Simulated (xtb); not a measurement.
xtb 6.7.1, GFN2-xTB: dipivaloylmethane cation (CC(C)(C)C(=O)C=C(O)C(C)(C)C), charge +1, multiplicity 2, 33 atoms. The geometry is a generated start, not checked to be a minimum at this level.

```
Item                       Value
-----------------  -------------
run flags                 --grad
method                  GFN2-xTB
--acc                1 (default)
--etemp (K)        300 (default)
basis functions               72
valence electrons             75
```

Charge 1 and multiplicity 2 are set for this test and not shown to be the ground state. GFN-xTB has no spin term: --uhf 1 sets the occupations alone.

One run each on 1 thread. Values of broydamp tried: 0.02, 0.05, 0.1, 0.2, 0.4 (default), 0.6, 0.8, 1.

**Question.** Which value of broydamp needs the fewest SCC iterations, and what happens away from it?

**Answer.** Fewest SCC iterations, within one of each other: 0.2 with 15, 0.4 (default) with 14. The count rises to 26 at 0.02. All converge to one solution.

| broydamp | SCC iterations | end |
|---|---|---|
| 0.02 | 26 | same solution |
| 0.05 | 19 | same solution |
| 0.1 | 17 | same solution |
| 0.2 | 15 | same solution |
| 0.4 (default) | 14 | same solution |
| 0.6 | 17 | same solution |
| 0.8 | 18 | same solution |
| 1 | 21 | same solution |
